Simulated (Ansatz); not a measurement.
Consider Cs3AuS in the anti-perovskite structure (space group Pm-3m, No. 221; a = 6.5418 Å; a hypothetical phase, not in the database extracts checked).

Levels (all Ansatz, a first-principles code, PAW): PBEsol (420 eV, without spin-orbit coupling); r2SCAN (500 eV, without spin-orbit coupling); HSE06 (420 eV, scalar-relativistic without spin-orbit coupling).

At the geometry relaxed with PBEsol, these levels gave the following band gaps, in shuffled order: (a) 1.26 eV, (b) 1.03 eV, (c) 1.80 eV.

Question: Match each gap to its level.

Answer: (a) r2SCAN; (b) PBEsol; (c) HSE06.

Single points use the geometry relaxed with PBEsol. The hybrid gap comes from the SCF mesh plus the semilocal run's edge points and a few special points and is an upper bound. Spin-orbit coupling, missing from the scalar runs, can matter with Au. Stability against distortions was not tested.
